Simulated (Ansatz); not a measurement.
Consider this model of amorphous In$_{12}$Sn$_{6}$Zn$_{6}$O$_{36}$.

```xyz
60
Lattice="9.3198 0.0000 0.0000 0.0000 9.3198 0.0000 0.0000 0.0000 9.3198" Properties=species:S:1:pos:R:3 pbc="T T T"
In     3.6246     0.9723     8.1528
In     0.8222     2.8814     0.1460
In     9.2666     4.0918     6.4558
In     2.2333     6.3033     1.2840
In     7.3599     2.1065     1.7514
In     0.2185     8.9843     1.7261
In     4.4747     4.2214     1.8581
In     1.5719     3.0062     3.1470
In     6.3452     3.7202     8.0740
In     1.2103     0.5137     5.6575
In     8.1974     7.2147     5.5286
In     7.6209     1.6189     4.8587
Sn     8.0770     6.3345     9.2339
Sn     4.9504     7.3988     8.9505
Sn     7.1482     0.5527     7.9611
Sn     3.3432     0.3246     2.4182
Sn     4.7136     8.7483     5.1905
Sn     1.7718     7.0908     6.9789
Zn     8.0026     4.7181     3.1178
Zn     4.8721     2.8814     4.5600
Zn     3.1101     4.3141     7.7953
Zn     5.2263     5.6369     5.6159
Zn     6.0308     7.2149     2.6775
Zn     2.6746     5.8308     4.4486
O      1.8221     5.0793     6.3745
O      7.5199     6.2325     1.9629
O      4.7636     4.0954     6.7012
O      5.5712     1.2712     5.4243
O      6.2126     3.6587     0.8932
O      1.6079     1.3318     1.6436
O      6.9124     8.2321     9.2548
O      0.8779     7.7711     5.1649
O      6.7657     3.0620     3.5872
O      1.6905     5.1132     3.0623
O      8.0753     0.4660     2.9898
O      5.0668     8.8271     3.1395
O      9.0504     6.7730     7.4181
O      2.6609     4.2480     0.5602
O      8.1392     9.3146     6.2620
O      6.1917     7.2136     4.8840
O      8.2105     5.1730     5.0059
O      2.1629     2.4843     7.8282
O      5.0671     8.7116     7.2873
O      4.5484     6.3979     1.4357
O      8.7469     4.3766     8.6200
O      1.9918     9.0744     7.4274
O      3.0861     6.5395     8.4714
O      3.5637     7.0337     5.6523
O      6.2843     5.9006     8.2489
O      8.5101     1.2055     0.1021
O      9.1086     3.3828     2.0175
O      2.0618     8.0693     2.4922
O      0.4319     7.2377     0.5939
O      5.6116     1.7297     8.5146
O      7.7349     2.5964     6.8482
O      3.9713     9.0929     0.5134
O      3.0167     0.5071     4.5826
O      4.4362     4.7395     3.9651
O      0.5138     2.3651     4.9357
O      3.7172     2.3930     2.8308
```

These are PBE, scalar-relativistic without spin-orbit coupling (plane waves to 420 eV, PAW; Ansatz, an electronic-structure program) values and carry that method's errors.

A CHGNet melt-quench gave the starting glass, which DFT then relaxed. O atoms were pushed apart under 1.9 Å during the dynamics, to hinder bonds among them. The hot cell started wider than the set density and was brought back towards it in steps. It is the lowest in DFT energy of 2 quenches. It is a model cell: composition and starting density were chosen by hand, and all elements were melted together. No dispersion term was used. Its density started from a set value of 6.31 and ended at 6.27 g/cm³. The quench (nominally 150 K/ps over its main leg) was far faster than any real one, so the model tends to hold more defects than a real film. One small periodic cell is one sample of the glass; other quenches scatter about these values. The volume was free in the relaxation, at fixed shape. Stress components on the final sampling reach 2.4 GPa. On a 2×2×2 Γ-centred mesh force components of up to 0.18 eV/Å stay, since the relaxation ran on the zone centre alone.

Bonds are counted up to In-In 3.12 Å, In-Sn 3.09 Å, In-Zn 2.90 Å, In-O 2.68 Å, Sn-Sn 3.06 Å, Sn-Zn 2.87 Å, Sn-O 2.64 Å, Zn-Zn 2.68 Å, Zn-O 2.58 Å, O-O 1.58 Å. Two cations that share two anions don't count as bonded, nor two that share one unless they lie closer than In-In 3.04 Å, In-Sn 3.01 Å, In-Zn 2.82 Å, Sn-Sn 2.97 Å, Sn-Zn 2.79 Å, Zn-Zn 2.61 Å.

### Question
Give the coordination numbers, mean bond lengths and angles.

### Answer

| Item | Result |
|---|---|
| Mean coordination of In by anions | 5.33 (8 with 5, 4 with 6) |
| Mean coordination of Sn by anions | 6.00 (6 with 6) |
| Mean coordination of Zn by anions | 4.33 (4 with 4, 2 with 5) |
| Mean coordination of O | 3.50 (18 with 3, 18 with 4) |
| Mean In-O bond | 2.197 Å (spread 0.100 Å, 64 counted) |
| Mean Sn-O bond | 2.127 Å (spread 0.091 Å, 36 counted) |
| Mean Zn-O bond | 2.069 Å (spread 0.137 Å, 26 counted) |
| Bond angle at In | mean 104.9°, spread 28.2° |
| Bond angle at Sn | mean 104.8°, spread 30.6° |
| Bond angle at Zn | mean 107.2°, spread 24.5° |
| Bond angle at O | mean 110.9°, spread 16.0° |

### Question
List the pairs of like atoms that count as bonded by the rules above.

### Answer
There are none by these rules.
